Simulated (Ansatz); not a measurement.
The parent structure is TiSi₂ (space group Fddd, No. 70; a = 4.760 Å, b = 8.180 Å, c = 8.500 Å). Axes: x, y, z lie along a, b, c of the conventional cell.

Level of theory: Ansatz (a quantum-chemistry and plane-wave program), PBEsol, PAW, cutoff 420 eV, spin-orbit coupling left out.

For the base:

* **Pressure**: 0.0 GPa

It is then changed as follows: tensor shear ε_xy = −1.95 % (engineering shear γ = -0.0390), atoms relaxed at fixed cell.

Estimate the effect on the largest internal atomic displacement, energy relative to the base and pressure.

The largest internal atomic displacement comes out as 0.015 Å; the energy rises by 8.2 meV/atom; the pressure (mean of the normal stresses, compression positive) goes from zero to 0.2 GPa.

Without a gap, meshes like the base's 13×13×13 leave anisotropic stresses uncertain by several tenths of a GPa, and small strain energies with them. The cells carry an imposed strain or load. No phonon test of stability was made. The final runs are not spin-polarised.
